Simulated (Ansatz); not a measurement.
Cost and result by functional for the adsorption energy of Br on the 1x1 (0001) surface of hcp Ti, one in a 2x2 cell, started at the site 'bridge Ti-Ti (span 2.9 Å)', in Ansatz (plane waves, PAW). Single points on the PBE structure, on one kind of machine; costs are rough ratios of the slab run's core time (references not counted) to the cheapest single point. r2SCAN's cost holds its higher cutoff (500 against 420 eV). Differences are taken against r2SCAN for comparison alone: no measured value is at hand, so the table doesn't rank accuracy.

Slab: 17 atoms, 6.8 Å thick at the start under the adsorbate (thin: gaps and levels are the slab's own); k 6x6x1, smearing 0.1 eV, dipole-corrected; 8 atoms held, the rest relaxed; symmetry of the start imposed; no spin, no spin-orbit, no U, no dispersion correction. At the end it is bonded to 3 Ti. In PBE it is, or lies within 0.03 eV of, the lowest of the starts that converged. These notes are the PBE run's. Adsorption energies are against ½ Br2(g). A negative adsorption energy means that the adsorbate is more stable on the surface than in its reference.

```csv
functional,relative cost,adsorption energy (eV),less r2SCAN (eV)
RPBE,1,-2.97,0.65
r2SCAN,2,-3.63,0.00
PBE (the relaxed run's value),–,-3.20,0.43
```

The values span 0.65 eV, while the single points' costs differ by a factor of roughly 2. Differences are of unrounded values.

Ansatz is a first-principles code.
